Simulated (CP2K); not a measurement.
Convergence study of shifted k-point meshes for CsPbBr₃ (P4mm, 5 atoms in the cell)

```
CsPbBr3
1.0
    5.84065     0.00000     0.00000
    0.00000     5.84065     0.00000
    0.00000     0.00000     5.84065
Cs Pb Br
1 1 3
Direct
  0.00000   0.00000   0.00856
  0.50000   0.50000   0.50000
  0.50000   0.00000   0.50000
  0.00000   0.50000   0.50000
  0.50000   0.50000   0.00000
```

Computed with CP2K with LDA (Pade form), GPW, DZVP-MOLOPT-SR-GTH basis, GTH-PADE potentials (GTH_POTENTIALS).

Base settings: CUTOFF = 500 Ry; REL_CUTOFF = 50 Ry; SMEAR/METHOD = FERMI_DIRAC; ELECTRONIC_TEMPERATURE = 116.05 K; KPOINTS/SCHEME = MONKHORST-PACK 2 2 2; GAMMA_CENTERED = T; XC_FUNCTIONAL = PADE; Cs/BASIS_SET = DZVP-MOLOPT-SR-GTH; Cs/POTENTIAL = GTH-PADE-q9; Pb/BASIS_SET = DZVP-MOLOPT-SR-GTH.

In this ladder: GAMMA_CENTERED = default.

Only quantities that move along the ladder and can be compared are tabulated.

The starting cell has typed, rounded lattice constants, without a prior relaxation at this level. Its lattice was rescaled by up to half a per cent. One atom was moved a little off its site on purpose. Values carry the incompleteness of an atom-centred basis.

```tsv
KPOINTS/SCHEME	free energy less the last step's (meV/atom)	pressure (GPa)	largest difference of a force vector from the last step's (eV/Å)
MACDONALD 1 1 1 0.5 0.5 0.5	1648.21	9.48	0.017
MONKHORST-PACK 2 2 2	-122.30	-1.92	0.001
MACDONALD 3 3 3 0.1666666667 0.1666666667 0.1666666667	30.72	-0.57	0.001
MONKHORST-PACK 4 4 4	-8.02	-1.07	0.000
MACDONALD 5 5 5 0.1 0.1 0.1	2.50	-0.91	0.000
MONKHORST-PACK 6 6 6	-0.87	-0.98	0.000
MACDONALD 7 7 7 0.07142857143 0.07142857143 0.07142857143	0.30	-0.95	0.000
MONKHORST-PACK 8 8 8	-0.12	-0.96	0.000
MACDONALD 9 9 9 0.05555555556 0.05555555556 0.05555555556	0.05	-0.96	0.000
MONKHORST-PACK 10 10 10	-0.02	-0.96	0.000
MACDONALD 11 11 11 0.04545454545 0.04545454545 0.04545454545	0.01	-0.96	0.000
MONKHORST-PACK 12 12 12	0.00	-0.96	0.000
```

Coarsest KPOINTS/SCHEME that holds the free energy within 2 meV/atom of the last step, with all finer ones: MONKHORST-PACK 6 6 6; the step before is off by 2.5 meV/atom.

Coarsest KPOINTS/SCHEME that holds the forces within 0.01 eV/Å of the last step, with all finer ones: MONKHORST-PACK 2 2 2; the step before is off by 0.017 eV/Å.

Coarsest KPOINTS/SCHEME that holds the pressure within 0.1 GPa of the last step, with all finer ones: MACDONALD 5 5 5 0.1 0.1 0.1; the step before is off by 0.12 GPa.
